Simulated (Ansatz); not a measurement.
Start from W in the bcc (W type) structure (space group Im-3m, No. 229; a = 3.135 Å; relaxed with 0.1 eV smearing). Axes: x, y, z lie along the cube axes.

Computed with Ansatz (a first-principles code), LDA, PAW, cutoff 420 eV, scalar-relativistic without spin-orbit coupling.

Now apply this change: a pure shear with ε_xy = ε_yx = 0.0143; the atoms relax in the strained cell.

Q: Predict the stress tensor and what it implies for the stiffness.

A: Stress of the strained cell less that of the base (GPa, compression positive):
```
    0.2    -4.3     0.0
   -4.3     0.2     0.0
    0.0     0.0     0.3
```

Then −Δσ/γ with γ = 2ε = 0.0286 gives secant stiffness values (nonlinear terms included at this strain): C66 ≈ 150 GPa.

As a check, the harmonic strain energy −½ V₀ Δσ:ε is 5.9 meV/atom; the computed energy rise is 5.9 meV/atom.

No phonon test of stability was made. The final runs are not spin-polarised.
